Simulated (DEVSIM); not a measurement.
Structure: abrupt In0.53Ga0.47As n-p junction, at 300 K.

Layer 1 from the left is In0.53Ga0.47As, thickness (μm) 0.600, Nd (cm⁻³) 1.8e16, τn (s) 3.2e-10, τp (s) 3.2e-10. Layer 2 from the left is In0.53Ga0.47As, thickness (μm) 4.90, Na (cm⁻³) 5.1e17, τn (s) 3.2e-10, τp (s) 3.2e-10.

Left contact: ohmic. Right contact: ohmic. Voltage is applied to the left contact. Recombination: SRH at mid-gap, radiative. Mobility is μmin + (μ − μmin)/(1 + (N/Nref)^α).

This is a model device: material constants are rounded textbook-type values typed into the input, and sizes, dopings and lifetimes were drawn at random. Values at 300 K.

In0.53Ga0.47As: gap (eV) 0.74, affinity (eV) 4.51, permittivity 13.9, Nc (cm⁻³) 2.1e17, Nv (cm⁻³) 7.7e18, μn (cm²/Vs) 12000, μp (cm²/Vs) 300, μn,min 300, μp,min 10, Nref,n 1.3e17, Nref,p 4.9e17, αn 0.48, αp 0.4, B (cm³/s) 9.6e-11.

### Question
Estimate by hand the built-in potential, the peak field at zero bias, and compare with a numerical solution.

### Answer

- Built-in potential: ni = √(Nc Nv) exp(−Eg/2kT) = 7.74e11 cm⁻³ with Eg = 0.740 eV; Vbi = kT/q ln(Na Nd/ni²) = 0.606 V; numerical 0.606 V.
- Peak field at zero bias: depletion approximation: W = √(2εVbi/(qN)) = 0.231 μm with N = 1.74e16 cm⁻³; field = 2Vbi/W = 52400 V/cm; numerical 55900 V/cm (estimate below by 6.2 %).

DEVSIM, 1D drift-diffusion, Boltzmann statistics, complete ionisation; no tunnelling, impact ionisation, image-force lowering or self-heating.
